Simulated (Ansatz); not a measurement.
NH3 on the 1x1 (110) surface of bcc W, one in a 2x2 cell, energies for each (28.7 Å²). Energies are against NH3(g), without zero-point or thermal terms; each row is named by its start.

Calculation: PBE (plane waves to 420 eV, PAW; Ansatz, a quantum-chemistry and plane-wave program).

Slab: 20 atoms, 6.6 Å thick at the start under the adsorbate (thin: gaps and levels are the slab's own); k 6x6x1, smearing 0.1 eV, dipole-corrected; 8 atoms held, the rest relaxed; each run with such symmetry as its start has; no spin, no spin-orbit, no U, no dispersion correction.

A negative adsorption energy means that the adsorbate is more stable on the surface than in its reference. Starts that drift may end in the same place. Heights count from the host atoms within 0.3 Å of the top one.

```
starting site            E_ads (eV)  height (Å)  nearest host atom (Å)  bonded to  Δ work function (eV)  lateral drift (Å)
-----------------------  ----------  ----------  ---------------------  ---------  --------------------  -----------------
top W                         -0.86        2.39                 W 2.29          W                 -2.22                0.0
hollow W-W-W                  -0.86        2.39                 W 2.30          W                 -2.23                1.7
bridge W-W (span 2.8 Å)       -0.86        2.39                 W 2.29          W                 -2.21                1.4
bridge W-W (span 3.2 Å)       -0.86        2.39                 W 2.30          W                 -2.22                1.6
```
